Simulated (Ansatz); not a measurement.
Defect migration in 4H silicon carbide: interstitial Mg, charge state +2. These are PBE, PAW (plane waves to 420 eV; Ansatz, an electronic-structure program) values and carry that method's errors.

72-site cell at the relaxed PBE lattice, a 2×2×2 k-point mesh shifted by half a step along c, smearing 0.01 eV, spin-restricted, no finite-size correction. No zero-point or tunnelling terms. The charge state is imposed; whether it is stable for some Fermi level was not computed. Sites that were not tried may lie lower.

Relaxed starting cell (atoms counted from 1):

```
MgC36Si36
1.0
    9.28226     0.00000     0.00000
   -4.64113     8.03868     0.00000
    0.00000     0.00000    10.12928
Si C Mg
36 36 1
Direct
  0.99824   0.00063   0.50086
  0.99824   0.33025   0.50086
  0.98801   0.66032   0.50721
  0.33853   0.01085   0.50722
  0.33253   0.33258   0.50106
  0.33854   0.66032   0.50721
  0.66861   0.00061   0.50087
  0.66628   0.33257   0.50106
  0.66628   0.66634   0.50106
  0.99839   0.00049   0.99453
  0.99839   0.33052   0.99453
  0.99962   0.66612   0.99824
  0.33275   0.99925   0.99824
  0.33332   0.33297   0.99967
  0.33274   0.66612   0.99823
  0.66835   0.00049   0.99453
  0.66590   0.33297   0.99966
  0.66589   0.66555   0.99966
  0.22143   0.11148   0.75086
  0.22143   0.44258   0.75086
  0.22171   0.77717   0.75068
  0.55628   0.11148   0.75085
  0.55502   0.44383   0.75041
  0.55628   0.77744   0.75086
  0.88836   0.11051   0.74727
  0.88739   0.44259   0.75085
  0.88739   0.77744   0.75086
  0.11182   0.22223   0.24988
  0.09998   0.53371   0.23828
  0.09998   0.89889   0.23827
  0.44442   0.22262   0.25062
  0.44443   0.55443   0.25062
  0.46514   0.89887   0.23827
  0.77663   0.22221   0.24987
  0.77624   0.55444   0.25062
  0.77663   0.88705   0.24988
  0.99973   0.99914   0.68701
  0.99974   0.33325   0.68701
  0.99885   0.66574   0.69014
  0.33314   0.00004   0.69014
  0.33276   0.33270   0.68771
  0.33313   0.66573   0.69014
  0.66562   0.99913   0.68701
  0.66616   0.33270   0.68771
  0.66616   0.66610   0.68771
  0.99444   0.00443   0.18186
  0.99444   0.32264   0.18186
  0.00120   0.66691   0.18837
  0.33195   0.99766   0.18836
  0.33271   0.33267   0.18753
  0.33196   0.66691   0.18835
  0.67621   0.00441   0.18185
  0.66619   0.33267   0.18753
  0.66619   0.66615   0.18752
  0.22172   0.11073   0.93841
  0.22171   0.44360   0.93840
  0.22171   0.77717   0.93801
  0.55527   0.11073   0.93840
  0.55503   0.44383   0.93825
  0.55527   0.77716   0.93840
  0.88838   0.11050   0.93326
  0.88814   0.44360   0.93840
  0.88813   0.77715   0.93840
  0.11064   0.22164   0.43725
  0.10877   0.55131   0.43752
  0.10877   0.89010   0.43752
  0.44527   0.22431   0.43834
  0.44527   0.55359   0.43833
  0.44755   0.89008   0.43753
  0.77723   0.22163   0.43726
  0.77454   0.55359   0.43833
  0.77723   0.88823   0.43726
  0.22169   0.77716   0.34837
```
Cell charge +2.

End state 1 differs by these moves (Å; atoms that move under 0.08 Å are left out):

```tsv
atom	element	Δx	Δy	Δz
3	Si	0.06	0.04	-0.06
4	Si	0.00	-0.07	-0.06
6	Si	-0.06	0.04	-0.06
12	Si	-0.12	-0.07	-0.09
13	Si	0.00	0.13	-0.09
15	Si	0.12	-0.07	-0.09
29	Si	0.00	0.04	0.23
30	Si	0.03	-0.02	0.23
33	Si	-0.03	-0.02	0.23
73	Mg	0.00	0.00	-2.27
```

### Question
Give the forward and backward barriers to end state 1 at the level PBE, PAW.

### Answer
forward 3.07 eV, backward 2.71 eV; at the saddle point atom 73 has neighbours 3 C at 1.93; 3 Si at 2.13 Å. The saddle point's order was not checked, and it lies on a symmetry element of the cell, where a band can be held.
